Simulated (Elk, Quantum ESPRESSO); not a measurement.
A Quantum ESPRESSO input for a self-consistent single point of CuCl (F-43m, 2 atoms in the cell) (DFT, PBE, plane waves, PseudoDojo standard norm-conserving (PBE) pseudopotentials):

```fortran
&control
   calculation = 'scf',
   prefix = 'CuCl',
   outdir = './tmp',
   pseudo_dir = './',
   verbosity = 'high',
   tprnfor = .true.,
   tstress = .true.,
/
&system
   ibrav = 2,
   A = 5.4100000000,
   nat = 2,
   ntyp = 2,
   ecutwfc = 95,
   occupations = 'smearing',
   smearing = 'fd',
   degauss = 0.0036749,
/
&electrons
   conv_thr = 1.0d-10,
   mixing_beta = 0.3,
/
ATOMIC_SPECIES
Cu    63.5460  Cu.upf
Cl    35.4500  Cl.upf
ATOMIC_POSITIONS angstrom
Cu    0.0000000000    0.0000000000    0.0000000000
Cl   -1.3525000000    1.3525000000    1.3525000000
K_POINTS automatic
9 9 9  0 0 0
```

**Question.** Give the Elk input for the same structure, mesh, smearing and functional.

**Answer.** One input that does it (others would too):

```
tasks
  0

xctype
  20

rmtscf
  0.9

swidth
  0.00183747

maxscl
  100

scale
  1.889726125

avec
    0.0000000000    2.7050000000    2.7050000000
    2.7050000000    0.0000000000    2.7050000000
    2.7050000000    2.7050000000    0.0000000000

atoms
  2
  'Cu.in'
  1
  0.0000000000  0.0000000000  0.0000000000    0.0 0.0 0.0
  'Cl.in'
  1
  0.2500000000  0.2500000000  0.2500000000    0.0 0.0 0.0

ngridk
  9 9 9
```

Basis settings and potentials, where a program has them, do not carry over. This input uses DFT, PBE, all-electron FP-LAPW, Elk's shipped species files, default APW+lo basis. Both were run: gap on the mesh 0.531 eV in Quantum ESPRESSO and 0.521 in Elk.

On Quantum ESPRESSO: the starting cell has typed, rounded lattice constants, without a prior relaxation at this level.

On Elk: the starting cell has typed, rounded lattice constants, without a prior relaxation at this level. Values depend on the basis (sphere radii, cutoffs, local orbitals), which need not be converged.
